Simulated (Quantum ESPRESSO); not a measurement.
## Pressure against volume in Sn (space group 141) (Quantum ESPRESSO, LDA)

```xyz
2
Lattice="-2.8016 2.8016 1.5282 2.8016 -2.8016 1.5282 2.8016 2.8016 -1.5282" Properties=species:S:1:pos:R:3 pbc="T T T"
Sn     0.0000     0.0000     0.0000
Sn     0.0000     2.8016     0.7641
```

Method: LDA (PZ), GBRV 1.5 ultrasoft (LDA) pseudopotentials (plane waves; Quantum ESPRESSO 7.5). Settings: ecutwfc = 52 Ry; ecutrho = 260 Ry; occupations = smearing; smearing = fermi-dirac; degauss = 0.0036749 Ry; potentials = {Sn: sn_lda_v1.4.uspp.F.UPF}; K_POINTS = automatic 21 21 21 0 0 0; conv_thr = 1e-10 Ry. The cell above is the first row's. The rows scale it uniformly. In all rows fractional positions and the k mesh are held.

| V (Å^3/atom) | P (GPa) |
|---|---|
| 23.989 | 4.15 |
| 24.511 | 2.37 |
| 25.032 | 0.78 |
| 25.554 | -0.64 |
| 26.075 | -1.89 |
| 26.597 | -2.99 |
| 27.118 | -3.98 |
| 27.640 | -4.84 |
| 28.161 | ? |

**Question.** Fit P against V with a cubic, and predict the withheld value at V = 28.161.

**Answer.** With u = V - 25.8, the rows have u = -1.8110, -1.2890, -0.7680, -0.2460, 0.2750, 0.7970, 1.3180, 1.8400. Least squares gives P = -1.246 - 2.4100·u + 0.2818·u² - 0.01833·u³. Residuals (row less fit): -0.002, 0.002, 0.001, -0.004, -0.002, 0.007, -0.005, 0.001; standard error 0.005 (degrees of freedom: 4). The fitted pressure is zero at V0 = 25.31, where dP/dV = -2.698, so B0 = -V0·dP/dV = 68.3 GPa. At the withheld row, u = 2.3610, so P = -1.246 - 2.4100 × 2.3610 + 0.2818 × 2.3610² - 0.01833 × 2.3610³ = -5.606 GPa. The calculation gives -5.61 GPa, which the fit meets to the printed digits. The row lies outside the fitted rows, so this is an extrapolation. From the scatter of the fitted rows alone, a prediction at this place has a standard error of 0.014 GPa, so the miss is 0.3 times that.

Carrying the step between the two nearest rows on in a straight line would have given -5.70, off by 0.09; series whose last step already gives the withheld value aren't shown. The scan was laid around a cell of about the measured size, scaled by a guess for this functional; axis ratios and inner coordinates come from that cell. The runs keep the symmetry of the cell, so they don't test it for distortions. The shape of the cell and the inner coordinates aren't relaxed, so V0 and B0 belong to this uniform scaling; a relaxed crystal lies no higher in energy and is usually softer. Cutoffs and mesh are single choices, not tested for convergence of this quantity. Series with a scatter that would blur these digits, or in which a gap closes, are not shown.
